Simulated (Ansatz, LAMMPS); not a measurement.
# Pair distribution: Amorphous Ge, 1000 atoms, melt quenched at 3 K/ps, density 0.99 of the crystal's

Cell 28.90 × 28.90 × 28.90 Å, Ge1000, 1000 atoms. Prepared with Tersoff's 1989 multicomponent potential (SiCGe.tersoff) in LAMMPS: melt at 3500 K, cooled from 2600 to 500 K at 3 K/ps at fixed volume, minimised. 

Calculation: PBE, support functions at accuracy medium on the grid of 370 eV (norm-conserving potentials; Ansatz, an electronic-structure program).

The relaxation was stopped after a set number of steps, with force components up to 0.335 eV/Å left.

```
r (Å) | g(r)
    1.950 |  0.000
    2.050 |  0.000
    2.150 |  0.000
    2.250 |  0.000
    2.350 |  0.014
    2.450 | ###################### 4.34
    2.550 | ############################## 6.05
    2.650 | ###### 1.24
    2.750 | ## 0.335
    2.850 | # 0.109
    2.950 | # 0.124
    3.050 |  0.074
    3.150 |  0.070
    3.250 |  0.098
    3.350 | # 0.199
    3.450 | # 0.281
    3.550 | ## 0.436
    3.650 | #### 0.732
    3.750 | ###### 1.20
    3.850 | ######## 1.67
    3.950 | ########## 1.96
    4.050 | ########### 2.21
    4.150 | ######### 1.81
    4.250 | ######### 1.78
    4.350 | ######## 1.53
    4.450 | ###### 1.26
    4.550 | ##### 1.04
    4.650 | ##### 0.929
    4.750 | #### 0.831
    4.850 | #### 0.789
    4.950 | #### 0.804
    5.050 | #### 0.750
    5.150 | ### 0.685
    5.250 | ### 0.697
    5.350 | #### 0.737
    5.450 | #### 0.780
    5.550 | #### 0.738
    5.650 | #### 0.847
    5.750 | #### 0.874
    5.850 | ##### 1.03
    5.950 | ###### 1.15
    6.050 | ###### 1.16
    6.150 | ####### 1.33
    6.250 | ###### 1.14
    6.350 | ##### 1.10
    6.450 | ##### 0.970
    6.550 | #### 0.903
    6.650 | #### 0.872
    6.750 | #### 0.904
    6.850 | #### 0.884
    6.950 | #### 0.894
```

Q: What do the first shell and the bonding look like?

A: 
* **coordination (neighbours within 2.978 Å)**: 1.7 % 3-fold, 88.1 % 4-fold, 10.1 % 5-fold, 0.1 % 6-fold
* **Ge-Ge bonds, mean ± spread**: 2.543 ± 0.085 Å
* **bond angles, mean ± spread**: 108.3° ± 14.4°
